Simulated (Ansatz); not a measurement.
## A computed series for FeS2: pressure series

Take FeS2 (space group Pnnm, No. 58; a = 4.367 Å, b = 5.333 Å, c = 3.344 Å; non-magnetic) as the base.

Cell and atoms are relaxed at each pressure.

All numbers come from PBEsol (Ansatz, a quantum-chemistry and plane-wave program, PAW, without spin-orbit coupling), earlier PAW set.

Candidates:
(a) pressure 5 GPa
(b) pressure −2 GPa
(c) pressure 7.5 GPa
(d) pressure 0.3 GPa

Base values:

| Item | Value |
|---|---|
| Band gap | 0.91 eV |

Q: Order them by band gap, lowest first.

A: (b) pressure −2 GPa (0.89 eV), (d) pressure 0.3 GPa (0.92 eV), (a) pressure 5 GPa (0.98 eV), (c) pressure 7.5 GPa (1.01 eV)

Load acts through the strain it causes; cell and atoms are relaxed under it. No phonon test of stability was made. No other phases were tried under pressure. Seeded moments were not kept for the base. All final runs are without spin polarisation.
